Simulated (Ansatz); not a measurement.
## Rh (I4/mmm): band-structure transport figures

Given:

```xyz
1
Lattice="0.0000 1.8825 1.8957 1.8825 0.0000 1.8957 1.8825 1.8825 0.0000" Properties=species:S:1:pos:R:3 pbc="T T T"
Rh     0.0000     0.0000     0.0000
```

Level of theory: PBEsol, rigid bands (plane waves, PAW, scalar-relativistic; Ansatz, a first-principles code). Condition of this run: biaxial stress xx = yy = 2 GPa (compression positive) (the target of the relaxation). Geometry: cell and atoms relaxed with PBEsol, then loaded as said.

- density of states at the Fermi level = 1.23 states/(eV·cell), both spins
- bare Sommerfeld coefficient = 2.9 mJ/(mol of atoms·K²)
- Drude plasma energy = 10.3 eV
- root-mean-square Fermi velocity = 6.7e5 m/s
- resistivity times τ = 4.6 ×10⁻²² Ω·m·s
- resistivity times mean free path = 3.2 ×10⁻¹⁶ Ω·m²

A metal at this level (no band gap); rigid bands, thermally averaged at 300 K, both spins. Spin-orbit coupling is left out. τ is one relaxation time for all states; the product of resistivity and mean free path takes one path for all states instead.
